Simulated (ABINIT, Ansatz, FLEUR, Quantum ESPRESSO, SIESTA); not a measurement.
## One structure in several programs: Tc2N (P6_3/mmc, 6 atoms in the cell)

Self-consistent single point.

```
Tc2N
1.0
    2.82470     0.00000     0.00000
   -1.41235     2.44626     0.00000
    0.00000     0.00000     9.68079
Tc N
4 2
Direct
  0.33333   0.66667   0.39245
  0.66667   0.33333   0.60755
  0.66667   0.33333   0.89245
  0.33333   0.66667   0.10755
  0.33333   0.66667   0.75000
  0.66667   0.33333   0.25000
```

All programs got the same cell, k-point mesh and kind of occupations (in Ansatz's words: kpoints.mp_grid.grid = 11 11 3; scf.occupations.method = gaussian; scf.occupations.width = 0.1 eV); potentials, basis and cutoffs are each program's usual ones.

```tsv
code	model	pressure (GPa)	largest force (eV/Å)	k-points	cutoff
SIESTA	LDA PW92, numerical atomic orbitals DZP, PseudoDojo LDA standard norm-conserving potentials (rewritten from UPF to PSML)	-5.87	0.090	182	grid 300 Ry
Quantum ESPRESSO	LDA (PZ), GBRV 1.5 ultrasoft (LDA) pseudopotentials	-12.50	0.302	32	40 Ry
ABINIT	LDA (PW92), norm-conserving pseudopotentials (PseudoDojo nc-sr-04 LDA standard)	-11.87	0.287	32	88 Ry
FLEUR	LDA (Perdew-Zunger), all-electron FLAPW (FLEUR), scalar-relativistic valence	–	0.359	32	Kmax 4.5 1/bohr
Ansatz	LDA (PW92), PAW files	-12.46	0.315	32	default
```

A dash marks a value that a program does not give, or that is left out as unsure.

The spread over the programs that give each value: pressure within 6.63 GPa; largest force within 0.269 eV/Å.

The starting cell comes from a database of computed structures (which also holds hypothetical and non-ambient phases and stackings), without a prior relaxation at this level. On Ansatz's run: Spin polarisation is off. In the base run, with a pressure of about -12 GPa the cell is away from its equilibrium volume at this level.

Question: Why do the programs differ, and what cannot be compared?

Answer: Differences of this kind can come from the potentials, where these differ, and from what each basis and cutoff leave unconverged. The zero of total energies and Fermi levels follows the potentials and each program's conventions, so they are not compared here. SIESTA uses small atom-centred bases, whose incompleteness enters pressures, forces and empty levels differently from a plane-wave cutoff. FLEUR treats all electrons, but the usual bases taken here (sphere radii, linearisation, local orbitals, empty states) were not tested for convergence, so the values are no reference for the others. Ansatz's pressure is given at a fixed set of plane waves, as the other plane-wave codes print theirs; with its correction for the finite basis it is -12.39 GPa. The same LDA comes in different parametrisations, which differ slightly. The programs reduce the same mesh by symmetry to different extents, which changes the work and not the result. In the pressure, SIESTA (by 6.59) lies more than 1 GPa from the median of the plane-wave programs. In the force vectors, SIESTA (by 0.212) lies more than 0.08 eV/Å from the median of the plane-wave programs.

Left out of this page: Elk (not drawn, or without a comparable value).

Ansatz is a quantum-chemistry and plane-wave program.

Keys are those of Ansatz 0.2.
